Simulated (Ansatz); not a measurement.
Consider GaCo in the CsCl type structure (space group Pm-3m, No. 221; a = 2.841 Å; not spin-polarised; relaxed with 0.1 eV smearing). Axes: x, y, z lie along the cube axes.

Method: PBEsol (Ansatz, an electronic-structure program, PAW, without spin-orbit coupling).

Perturbation: a pure shear with ε_xz = ε_zx = -0.0238; the atoms relax in the strained cell.

Predict the stress tensor and what it implies for the stiffness.

Stress of the strained cell less that of the base (GPa, compression positive):
```
    0.5     0.0     5.8
    0.0     0.6     0.0
    5.8     0.0     0.5
```

Then −Δσ/γ with γ = 2ε = -0.0476 gives secant stiffness values (nonlinear terms included at this strain): C55 ≈ 122 GPa.

As a check, the harmonic strain energy −½ V₀ Δσ:ε is 9.9 meV/atom; the computed energy rise is 9.9 meV/atom.

Stability against distortions was not tested. The final runs are not spin-polarised.
